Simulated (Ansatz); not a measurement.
The starting structures come from a database of crystals and need not be the phases stable at ambient conditions.

 Where the default PAW files enter, the runs use the earlier of Ansatz's two default sets.

Consider the following.

```
CELL_PARAMETERS angstrom
      4.17146     0.00000     0.00000
      0.00000     7.82549     0.00000
      0.00000     1.66212     6.29776
ATOMIC_POSITIONS crystal
  Ca 0.75000 0.07876 0.67065
  Ca 0.25000 0.92124 0.32935
  Bi 0.75000 0.59285 0.67574
  Bi 0.25000 0.40715 0.32426
  Cl 0.75000 0.18497 0.05555
  Cl 0.25000 0.81503 0.94445
  O  0.25000 0.59806 0.52910
  O  0.75000 0.40194 0.47090
  O  0.25000 0.14280 0.51136
  O  0.75000 0.85720 0.48864
```

Space group of this cell: P2_1/m. The cell is taken as given; by r2SCAN its mean pressure is -2.8 GPa.

Transport runs along the normal of the first two printed cell vectors.

No gap correction and no spin-orbit coupling; mid-gap values are interpolated between computed energies.

Problem. Predict the band gap and the smallest decay constant κ at mid-gap from r2SCAN (Ansatz, an electronic-structure program).

Solution. Gap 3.96 eV on a 8×4×6 mesh; κ = 0.448 1/Å, at (0.000, 0.500) of the in-plane reciprocal vectors. At the zone centre, at the nearest computed energy, the slowest state has κ = 0.52 1/Å.
